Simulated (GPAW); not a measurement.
Band structure of AlCr₂C (P6_3/mmc, 8 atoms in the cell).

```
CELL_PARAMETERS angstrom
      2.78272     0.00000     0.00000
     -1.39136     2.40991     0.00000
      0.00000     0.00000    12.41235
ATOMIC_POSITIONS crystal
  Al 0.66667 0.33333 0.25000
  Al 0.33333 0.66667 0.75000
  Cr 0.33333 0.66667 0.41494
  Cr 0.66667 0.33333 0.58506
  Cr 0.66667 0.33333 0.91494
  Cr 0.33333 0.66667 0.08506
  C  0.00000 0.00000 0.50000
  C  0.00000 0.00000 0.00000
```

Method of the run: PBE, GPAW PAW datasets PBE (gpaw-data 1.0.1) (plane waves; GPAW 25.7.0).

Settings: mode = pw; ecut = 950 eV; xc = PBE; kpts = 9 9 2; mesh shift (steps) = 0 0 0; occupations.name = fermi-dirac; occupations.width = 0.136 eV; nbands = -12; convergence.density = 1e-05 e/electron; symmetry.symmorphic = false; symmetry.tolerance = 0.0005; maxiter = 150; bandpath_npoints = 40.

The starting cell comes from a database of computed structures (which also holds hypothetical and non-ambient phases and stackings), without a prior relaxation at this level. Its lattice was rescaled by a random factor within 2.5 % of one. Spin polarisation is off.

Levels in eV from the Fermi level, bands 15 to 22:
| point | 15 | 16 | 17 | 18 | 19 | 20 | 21 | 22 |
|---|---|---|---|---|---|---|---|---|
| Γ | -1.14 | -1.14 | -1.12 | -1.12 | -0.22 | -0.22 | -0.19 | -0.19 |
| M | -2.06 | -2.02 | 0.16 | 0.33 | 0.45 | 0.46 | 0.88 | 0.90 |
| K | -2.28 | -2.28 | -2.01 | -0.87 | 0.40 | 0.40 | 0.81 | 0.81 |
| A | -1.13 | -1.13 | -1.13 | -1.13 | -0.21 | -0.21 | -0.21 | -0.21 |
| L | -2.03 | -2.03 | 0.32 | 0.32 | 0.38 | 0.38 | 0.89 | 0.89 |
| H | -2.12 | -2.12 | -1.37 | -1.37 | 0.35 | 0.35 | 0.90 | 0.90 |

Bands cross the Fermi level along this path, so the cell is metallic at this level.
